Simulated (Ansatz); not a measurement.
**Effect of isotropic strain −1.22 % on KTaO3**

The parent structure is KTaO$_{3}$ in the cubic perovskite structure (space group Pm-3m, No. 221; a = 3.989 Å).

It is then changed as follows: every lattice vector is shortened by 1.22 %, atoms relaxed at fixed cell.

Calculations: r2SCAN/PAW in Ansatz (an electronic-structure program), no spin-orbit coupling, earlier PAW set. Settings: 8×8×8 k-points, 0.05 eV Fermi–Dirac smearing.

- Volume per atom = 12.24 Å³ (base 12.70 Å³)
- Space group = Pm-3m (No. 221) (base Pm-3m (No. 221))
- Shortest interatomic distance = 197.0 pm (base 199.5 pm)
- Energy relative to the base (free energy F) = +12 meV/atom
- Band gap = 2.74 eV (base 2.64 eV)
- Gap character = indirect, R → Γ (base indirect, R → Γ)
- Smallest direct gap = 3.37 eV (base 3.30 eV)
- Mean gap deformation potential ΔEg/Δln V = -2.6 eV
- Width of the top valence band = 1.11 eV (base 1.10 eV)

With Ta present, leaving out spin-orbit coupling can change the band edges. Stability against distortions was not tested.
